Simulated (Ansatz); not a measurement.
## What Ti → V does to SrTiO3

Consider SrTiO3 in the cubic perovskite structure (space group Pm-3m, No. 221; a = 3.891 Å).

The change: V takes the place of Ti on all its sites; the structure is relaxed again.

The values are results of PBEsol (Ansatz, a first-principles code; PAW; 420 eV plane waves; no SOC), earlier PAW set, not measurements. Γ-centred 12×12×12 mesh, Fermi–Dirac width 0.05 eV, for the changed cell.

| quantity | base | changed | shift |
|---|---|---|---|
| volume per atom | 11.79 Å³ | 11.06 Å³ | -0.723 Å³ |
| density | 5.17 g/cm³ | 5.60 g/cm³ | +0.43 g/cm³ |
| space group | Pm-3m (No. 221) | Pm-3m (No. 221) | – |
| shortest interatomic distance | 1.946 Å | 1.905 Å | -0.041 Å |
| band gap | 1.86 eV | zero | – |

Final structure:

```
CELL_PARAMETERS angstrom
      3.81018     0.00000     0.00000
      0.00000     3.81018     0.00000
      0.00000     0.00000     3.81018
ATOMIC_POSITIONS crystal
  Sr 0.00000 0.00000 0.00000
  V  0.50000 0.50000 0.50000
  O  0.00000 0.50000 0.50000
  O  0.50000 0.50000 0.00000
  O  0.50000 0.00000 0.50000
```

Cost of the whole job for the changed cell (relaxation, final SCF and bands): very roughly 80 core-seconds.

No phonon test of stability was made. Starting moments died away, wholly or in part, for Ti → V; another magnetic solution may exist. No Hubbard U is applied, and correlation can decide whether such a compound is a metal. The final runs are not spin-polarised. An odd electron count without spin: SrVO3. Many cubic perovskites are stable only at high temperature; tilts and polar distortions were not tested.
